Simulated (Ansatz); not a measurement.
System: corundum Ga2O3 (metastable phase). Method: PBE+SOC (Ansatz, a quantum-chemistry and plane-wave program, PAW).

Numerical settings: plane-wave cutoff 520 eV, 8×8×8 k mesh, Fermi–Dirac smearing 0.01 eV, PAW data made under PBE.

Cell (measured lattice):

```
Ga2O3
1.0
    0.00000     2.87520    -4.47667
    2.49000    -1.43760    -4.47667
   -2.49000    -1.43760    -4.47667
Ga O
4 6
Direct
  0.85561   0.85561   0.85561
  0.35561   0.35561   0.35561
  0.14439   0.14439   0.14439
  0.64439   0.64439   0.64439
  0.44719   0.05281   0.75000
  0.05281   0.75000   0.44719
  0.55281   0.94719   0.25000
  0.25000   0.55281   0.94719
  0.94719   0.25000   0.55281
  0.75000   0.44719   0.05281
```

**Question.** Estimate the band gap and smallest direct gap on the k points sampled that the calculation returns.

**Answer.** 
- band gap: 2.88 eV (indirect)
- smallest direct gap on the k points sampled: 3.13 eV

Note: cell and atoms aren't relaxed at this level (largest force component 0.04 eV/Å, pressure 10.1 GPa).
